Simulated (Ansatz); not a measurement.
Base system: BN in the wurtzite structure (space group P6_3mc, No. 186; a = 2.5545 Å, c = 4.2246 Å). Axes: x lies along a and z along c of the hexagonal cell.

Structures relaxed with Ansatz (a quantum-chemistry and plane-wave program), PBE, PAW, cutoff 420 eV, no spin-orbit coupling.

Base:

Simulated powder pattern, Cu Kα1, λ = 1.54056 Å (kinematic, ideal powder, no thermal factors, no anomalous dispersion; the 14 strongest lines at most, above 2 %, up to 2θ = 90°):

| 2θ (°) | I/Imax (%) | hkl |
|---|---|---|
| 40.75 | 100 | (100) |
| 42.77 | 59 | (002) |
| 46.29 | 75 | (101) |
| 60.56 | 23 | (102) |
| 74.18 | 42 | (110) |
| 80.84 | 42 | (103) |
| 88.27 | 6.6 | (200) |
| 89.62 | 26 | (112) |

Modification: uniaxial strain ε_zz = −0.60 %, all other strain components held at zero; the atoms relax in the strained cell.

After the change:

Simulated powder pattern, Cu Kα1, λ = 1.54056 Å (kinematic, ideal powder, no thermal factors, no anomalous dispersion; the 14 strongest lines at most, above 2 %, up to 2θ = 90°):

| 2θ (°) | I/Imax (%) | hkl |
|---|---|---|
| 40.75 | 100 | (100) |
| 43.05 | 58 | (002) |
| 46.35 | 74 | (101) |
| 60.77 | 22 | (102) |
| 74.18 | 42 | (110) |
| 81.26 | 41 | (103) |
| 88.27 | 6.6 | (200) |
| 89.80 | 26 | (112) |

The indices refer to the base's conventional cell; one index is shown for lines that coincide.

Whether these cells are dynamically stable was not tested.
